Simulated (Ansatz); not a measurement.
The cell is made up: elements placed on another compound's structure type, so the phase may be hypothetical.

Here is the system:

```
BeS
1.0
    5.94359     0.00000     0.00000
    0.00000     5.94359     0.00000
    0.00000     0.00000     5.94359
Be S
6 6
Direct
  0.75000   0.00000   0.50000
  0.50000   0.75000   0.00000
  0.50000   0.25000   0.00000
  0.25000   0.00000   0.50000
  0.00000   0.50000   0.75000
  0.00000   0.50000   0.25000
  0.75000   0.50000   0.00000
  0.00000   0.75000   0.50000
  0.00000   0.25000   0.50000
  0.25000   0.50000   0.00000
  0.50000   0.00000   0.75000
  0.50000   0.00000   0.25000
```

Space group of this cell: Pm-3n. The cell was relaxed by PBE-D3(BJ); by r2SCAN its mean pressure is 2.1 GPa.

Transport runs along the normal of the first two printed cell vectors.

No gap correction and no spin-orbit coupling; mid-gap values are interpolated between computed energies.

Problem. Compute, with r2SCAN (Ansatz, an electronic-structure program), the band gap and the smallest decay constant κ at mid-gap.

Solution. Gap 3.55 eV on a 6×6×6 mesh; κ = 0.238 1/Å, at the zone centre.
